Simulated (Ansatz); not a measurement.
Start from CdTe in the zinc blende structure (space group F-43m, No. 216; a = 6.409 Å). Axes: x, y, z lie along the cube axes.

Computed with LDA, PAW, 420 eV (Ansatz, an electronic-structure program; scalar-relativistic without spin-orbit coupling).

Strains are applied to the cell and any free atomic positions relax; under biaxial strain the out-of-plane vector relaxes too.

One change was made to it. Results:

```csv
quantity,base,after
"valence-band top at Γ (three highest levels, from the VBM)","0.00, 0.00, 0.00 eV","0.00, 0.00, -0.09 eV"
"pressure (mean of the normal stresses, compression positive)",0.00 GPa,0.45 GPa
gap character,direct at Γ,direct at Γ
```

Q: Which change produced these results?
A. biaxial strain −1.67 %, plane normal [111], relaxed out of plane
B. biaxial strain −0.83 %, plane normal [111], relaxed out of plane
C. biaxial strain +0.83 %, plane normal [111], relaxed out of plane
D. biaxial strain −2.08 %, plane normal [111], relaxed out of plane

A: B, biaxial strain −0.83 %, plane normal [111], relaxed out of plane. For comparison, the valence-band top at Γ in the other runs: biaxial strain −1.67 %, plane normal [111], relaxed out of plane gives 0.00, 0.00, -0.19 eV; biaxial strain −2.08 %, plane normal [111], relaxed out of plane gives 0.00, 0.00, -0.25 eV; biaxial strain +0.83 %, plane normal [111], relaxed out of plane gives 0.00, -0.08, -0.08 eV.

Spin-orbit coupling, missing from the scalar runs, can matter with Te. Stability against distortions was not tested. Labels are those of the standard path for the cell's own space group.
